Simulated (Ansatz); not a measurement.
Response to strain in Al

Take Al in the fcc (Cu type) structure (space group Fm-3m, No. 225; a = 4.0155 Å; relaxed with 0.1 eV smearing) as the base.

Strains are applied to the cell and any free atomic positions relax.

Level of theory: PBEsol (Ansatz, a quantum-chemistry and plane-wave program; PAW; 420 eV plane waves; spin-orbit coupling left out).

Candidates:
(a) isotropic strain +1.50 %
(b) isotropic strain −1.00 %
(c) isotropic strain −3.00 %

Notes on the quantities. energy relative to the base: free energy F.

Order them by energy relative to the base, lowest first.

(b) isotropic strain −1.00 % (+3.8 meV/atom), (a) isotropic strain +1.50 % (+8.0 meV/atom), (c) isotropic strain −3.00 % (+37 meV/atom)

Whether these cells are dynamically stable was not tested.
